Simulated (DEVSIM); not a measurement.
Structure: Schottky contact on n-type GaN, at 300 K.

Layer 1 from the left is GaN, thickness (μm) 1.10, Nd (cm⁻³) 2.6e15, τn (s) 3.9e-10, τp (s) 3.9e-10.

Left contact: Schottky, work function 4.94 eV, emission velocity 4.4e6 cm/s. Right contact: ohmic. Voltage is applied to the left contact. Recombination: SRH at mid-gap, radiative. Mobility is μmin + (μ − μmin)/(1 + (N/Nref)^α).

This is a model device: material constants are rounded textbook-type values typed into the input, and sizes, dopings and lifetimes were drawn at random. Values at 300 K.

GaN: gap (eV) 3.43, affinity (eV) 4.1, permittivity 9.5, Nc (cm⁻³) 2.3e18, Nv (cm⁻³) 4.6e19, μn (cm²/Vs) 1200, μp (cm²/Vs) 100, μn,min 55, μp,min 3, Nref,n 2e17, Nref,p 3e17, αn 1, αp 2, B (cm³/s) 1e-11.

Model (solved in DEVSIM): 1D drift-diffusion, Boltzmann statistics, complete ionisation; no tunnelling, impact ionisation, image-force lowering or self-heating. Metal contacts follow the ideal Schottky-Mott rule: no Fermi-level pinning, no interface dipoles.

**Question.** What does the simulation give for the potential step across the device at zero bias, the largest field in the device at zero bias, the dark forward voltage at 1 A/cm², the dark forward voltage at 100 A/cm²?

**Answer.** potential step across the device at zero bias 0.665 V; largest field in the device at zero bias 25000 V/cm; dark forward voltage at 1 A/cm² 0.478 V; dark forward voltage at 100 A/cm² 0.627 V.
